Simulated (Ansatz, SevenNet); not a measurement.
For SnO (model structure, started from the 6H type, P6₃mc, No. 186, 12 atoms in the cell), the machine-learned potential SevenNet-l3i5 (trained on PBE and PBE+U data) gives:

| Item | Value |
|---|---|
| lattice parameter a | 3.732 Å |
| c axis length | 22.016 Å |

Question: What does r²SCAN (Ansatz, a first-principles code, plane waves, PAW) give for the same quantities?

Answer: 
- lattice constant a: 3.297 Å (shrinks by 12 %)
- lattice parameter c: 27.507 Å (grows by 25 %)

Changes are worked out from the printed values.

Unless a cell is named, each level is at its own relaxed cell (SevenNet-l3i5 22.13, r²SCAN 21.58 Å³/atom).

Caveats: the cell has another shape than the first-principles one, perhaps another minimum in the same group (SevenNet-l3i5); the cell moved over 20 % in volume from its start (SevenNet-l3i5). Ansatz's density-functional and Hartree–Fock values are scalar-relativistic unless marked +SOC, with PAW data made under PBE.

A model structure was made by putting elements into a prototype or built by hand; it is no filed structure, need not be a known phase, and can be a saddle point held by its symmetry.
